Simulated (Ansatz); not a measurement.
We consider SiO₂ (P4₁2₁2, No. 92), described by PBE-D4 in Ansatz (PAW).

Run with plane-wave cutoff 520 eV, 8×8×6 k mesh (along the axes of the cell as run), Fermi–Dirac smearing 0.01 eV, scalar-relativistic PAW data made under PBE.

Response to compression and expansion:

Shape and atoms are relaxed at each volume.

```csv
V (Å³/atom),P (GPa),direct gap at Γ (eV),c (Å),a (Å)
13.197,0.74,5.715,6.668,4.873
13.472,0.35,5.687,6.724,4.903
13.747,0.01,5.660,6.787,4.930
14.022,-0.26,5.632,6.844,4.958
14.297,-0.50,5.604,6.901,4.986
```

A straight line through the gaps at Γ against ln V gives a volume deformation potential dE_g(Γ)/d ln V of -1.4 eV: the gap at Γ widens under compression.

Note: the bulk modulus comes from volumes at which shape and atoms were relaxed.

Ansatz is a quantum-chemistry and plane-wave program.
